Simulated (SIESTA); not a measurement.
Band structure of Bi2Te3 (R-3m, 5 atoms in the cell).

```
CELL_PARAMETERS angstrom
      2.25811     1.30372    10.99114
     -2.25811     1.30372    10.99114
      0.00000    -2.60744    10.99114
ATOMIC_POSITIONS crystal
  Bi 0.60317 0.60317 0.60317
  Bi 0.39683 0.39683 0.39683
  Te 0.78319 0.78319 0.78319
  Te 0.21681 0.21681 0.21681
  Te 0.00000 0.00000 0.00000
```

Level of theory: SIESTA 5.4.2 with GGA PBE, numerical atomic orbitals TZP, PseudoDojo PBE standard norm-conserving potentials (rewritten from UPF to PSML).

Settings: XC.functional = GGA; XC.authors = PBE; potentials = PseudoDojo PBE standard; PAO.BasisSize = TZP; PAO.EnergyShift = 0.01 Ry; MeshCutoff = 350 Ry; kgrid.MonkhorstPack = 4 4 4; OccupationFunction = FD; ElectronicTemperature = 20 meV; MaxSCFIterations = 150; SCF.Mixer.Method = Broyden; SCF.Mixer.Weight = 0.2; SCF.Mixer.History = 6; SCF.DM.Tolerance = 1.0E-04.

The starting cell comes from a database of computed structures (which also holds hypothetical and non-ambient phases and stackings), without a prior relaxation at this level. Its lattice was rescaled by a random factor within 2.5 % of one. Spin-orbit coupling is off. Values carry the incompleteness of an atom-centred basis.

Problem. Predict the gap along the standard path and the places of the band edges.

Solution. The gap along the path is 0.60 eV, direct at Γ to within 0.01 eV.

Levels in eV from the top of the valence band on the path, bands 36 to 40:
```csv
point,36,37,38,39,40
Γ,-1.11,-0.44,-0.44,0.00,0.60
L,-2.12,-1.40,-0.56,-0.41,1.00
B1,-2.13,-1.16,-0.58,-0.46,1.62
B,-2.13,-1.16,-0.58,-0.46,1.62
Z,-1.03,-0.53,-0.53,-0.24,0.84
X,-2.28,-1.12,-0.68,-0.43,1.61
Q,-2.28,-1.12,-0.68,-0.43,1.61
F,-1.50,-1.24,-0.77,-0.76,1.53
P1,-1.78,-0.98,-0.82,-0.71,1.41
P,-1.78,-0.98,-0.82,-0.71,1.41
```

Higher empty bands are left out: an atom-centred basis made for the valence describes them poorly.
